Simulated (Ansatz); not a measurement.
An Ansatz (an electronic-structure program) input (PBEsol (Ansatz), scalar-relativistic without spin-orbit coupling):

Ansatz 0.2 input:
```yaml
crystal:
  lattice:
    - [2.5640776213, 0, 0]
    - [1.2820388106, 2.2205563573, 0]
    - [1.2820388106, -0.7401854524, 2.0395498336]
  atoms:
    - { symbol: Cu, position: [0, 0, 0] }
basis: { ecutwfc: 420, ecutrho_ratio: 4, xc_grid: 2, fft_grid_basis: typed }
kpoints: { mp_grid: { grid: [22, 22, 22] } }
hamiltonian:
  xc: pbesol
  dispersion: none
  pseudopotentials: { kind: paw }
scf: { occupations: { method: fermi_dirac, width: 0.05 } }
relax: { f_tol: 0.005, max_steps: 50, cell: { stress_tol: 0.01, fix: [a, b, gamma] } }
output: { forces: true, stress: true }
checkpoint: { write: state.ck, write_every: 1000 }
```

### Question
Which symmetry and how many k-points will the program report, and about how many plane waves at Γ?

### Answer
Space group R-3m (ITA 166) with 12 operations, k-points 1024 of 10648, and 253 plane waves at Γ.

### Question
And the final pressure?

### Answer
-3.51 GPa (compression positive).

The cells carry an imposed strain or load. Whether these cells are dynamically stable was not tested. All final runs are without spin polarisation. The cell was made from Cu in the fcc (Cu type) structure (space group Fm-3m, No. 225) by this change: biaxial strain +1.75 %, plane normal [111], relaxed out of plane.
